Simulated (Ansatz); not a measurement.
An Ansatz (a program for electronic structure) run: TiO2 with a change (uniaxial strain ε_xx = −0.60 %); LDA (Ansatz), no spin-orbit coupling.

Input:

Ansatz 0.2 input:
```yaml
crystal:
  lattice:
    - [-1.8584543146, 1.8696723487, 4.7275394427]
    - [1.8584543146, -1.8696723487, 4.7275394427]
    - [1.8584543146, 1.8696723487, -4.7275394427]
  atoms:
    - { symbol: Ti, position: [0.75, 0.25, 0.5] }
    - { symbol: Ti, position: [0, 0, 0] }
    - { symbol: O, position: [0.5420152203, 0.0420152203, 0.5] }
    - { symbol: O, position: [0.7920152203, 0.7920152203, 0] }
    - { symbol: O, position: [0.2079847797, 0.2079847797, 0] }
    - { symbol: O, position: [0.9579847797, 0.4579847797, 0.5] }
basis: { ecutwfc: 420, ecutrho_ratio: 4, xc_grid: 2, fft_grid_basis: typed }
kpoints: { mp_grid: { grid: [12, 12, 12] } }
hamiltonian:
  xc: lda
  dispersion: none
  pseudopotentials: { kind: paw }
scf: { occupations: { method: fermi_dirac, width: 0.05 }, convergence: { dr2_threshold: 0.0000000006 } }
relax: { f_tol: 0.005, max_steps: 50 }
output: { forces: true, stress: true }
checkpoint: { write: state.ck, write_every: 1000 }
```

Output (explanatory and most iteration lines left out):

```
Relaxation: its limit of steps is 50 (relax.max_steps)
Pseudopotential: Ti, paw, valence charge 12
Pseudopotential: O, paw, valence charge 6
Crystal: 6 atoms, lattice volume = 65.707 Å³
Basis set: ecut = 420 eV, 1283 PW (Γ), exchange–correlation on 80×80×80 points (8 copies of the dense FFT grid, shifted against one another)
Bands: 30, of which v1, the nominal top of the filled ones, is band 24 counted from 1 (23 counted from 0)
Symmetry: 8 space group operations
Space group: Imma (ITA 74), of the structure as read, at distance tolerance 4.0e-5 Å
k-points: 280 of 1728
Functional: x = slater, c = lda
SCF iter   1: F=—  HF=-7130.509294 eV  |F-HF|=—  |Δ(HF+E_count)|=         —  Δρ=1.89e-2  dr2=2.04e-1  ethr=1.77e-3  ⟨swp⟩=5.4  Hψ=34484  notcnv=0
SCF iter   2: F=—  HF=-7130.517309 eV  |F-HF|=—  |Δ(HF+E_count)|=   8.01e-3  Δρ=2.13e-2  dr2=2.71e-1  ethr=4.25e-4  ⟨swp⟩=2.0  Hψ=16306  notcnv=0  defer=429
SCF 1 converged in 9 iterations: F = -7130.461945 eV  dr2 = 6.03e-11
relax step   1: F+E_penalty+E_count = -7130.46194487 eV  Δ(F+E_penalty+E_count) = +0.000e0 eV  max|allowed force component| = 1.583e-1 eV/Å  Δτ_max = 0.0000 Å  (9 SCF iters, accepted)
Crystal: 6 atoms, lattice volume = 65.707 Å³
SCF iter   1: F=—  HF=-7130.462610 eV  |F-HF|=—  |Δ(HF+E_count)|=         —  Δρ=4.65e-4  dr2=1.02e-4  ethr=2.19e-7  ⟨swp⟩=2.0  Hψ=24800  notcnv=0  defer=429
SCF iter   2: F=—  HF=-7130.462613 eV  |F-HF|=—  |Δ(HF+E_count)|=   3.09e-6  Δρ=4.05e-4  dr2=1.09e-4  ethr=2.13e-7  ⟨swp⟩=2.0  Hψ=12631  notcnv=0  defer=429
SCF 2 converged in 7 iterations: F = -7130.462586 eV  dr2 = 3.58e-11
relax step   2: F+E_penalty+E_count = -7130.46258595 eV  Δ(F+E_penalty+E_count) = -6.411e-4 eV  max|allowed force component| = 8.946e-2 eV/Å  Δτ_max = 0.0026 Å  (7 SCF iters, accepted)
Crystal: 6 atoms, lattice volume = 65.707 Å³
SCF iter   1: F=—  HF=-7130.462987 eV  |F-HF|=—  |Δ(HF+E_count)|=         —  Δρ=7.03e-4  dr2=2.90e-4  ethr=3.44e-6  ⟨swp⟩=2.0  Hψ=17774  notcnv=0  defer=436
SCF iter   2: F=—  HF=-7130.462961 eV  |F-HF|=—  |Δ(HF+E_count)|=   2.54e-5  Δρ=5.94e-4  dr2=2.50e-4  ethr=6.04e-7  ⟨swp⟩=2.0  Hψ=14052  notcnv=0  defer=435
SCF 3 converged in 7 iterations: F = -7130.462908 eV  dr2 = 4.77e-10
relax step   3: F+E_penalty+E_count = -7130.46290834 eV  Δ(F+E_penalty+E_count) = -3.224e-4 eV  max|allowed force component| = 4.568e-3 eV/Å  Δτ_max = 0.0035 Å  (7 SCF iters, accepted)
SCF converged after 7 iterations
Free energy (F): -7130.462908 eV
Internal energy: -7130.462908 eV  (E = F + TS)
E sigma→0 (E₀):  -7130.462908 eV
Fermi energy:    8.553821 eV
--- Forces (eV/Å), atoms counted from 1 ---
  atom   1  Ti     0.00000000     0.00000000     0.00295219
  atom   2  Ti     0.00000000     0.00000000    -0.00295219
  atom   3  O      0.00000000     0.00000000    -0.00456825
  atom   4  O      0.00000000     0.00000000     0.00265655
  atom   5  O      0.00000000     0.00000000     0.00456825
  atom   6  O      0.00000000     0.00000000    -0.00265655
--- Stress (GPa, compression-positive) ---
        2.375028       0.000000       0.000000
        0.000000       1.008332       0.000000
        0.000000       0.000000       1.000513
  P = ⅓ Tr σ = 1.4613 GPa (14.613 kbar)
--- Relaxed structure (3 steps of the walk, 3 accepted, 0 SCFs on fresh bases) ---
  atoms:
    - { symbol: Ti, position: [0.7493487744508587, 0.24934877445085876, 0.5] }
    - { symbol: Ti, position: [0.0006512255491412337, 0.0006512255491412337, 0.0] }
    - { symbol: O, position: [0.5420578485271144, 0.04205784852711441, 0.5] }
    - { symbol: O, position: [0.7920648163143796, 0.7920648163143796, 0.0] }
    - { symbol: O, position: [0.2079421514728856, 0.2079421514728856, 0.0] }
    - { symbol: O, position: [0.9579351836856205, 0.45793518368562053, 0.5000000000000001] }
```

Stability against distortions was not tested. All final runs are without spin polarisation. The cell was made from TiO2 in the anatase structure (space group I4_1/amd, No. 141) by this change: uniaxial strain ε_xx = −0.60 %.
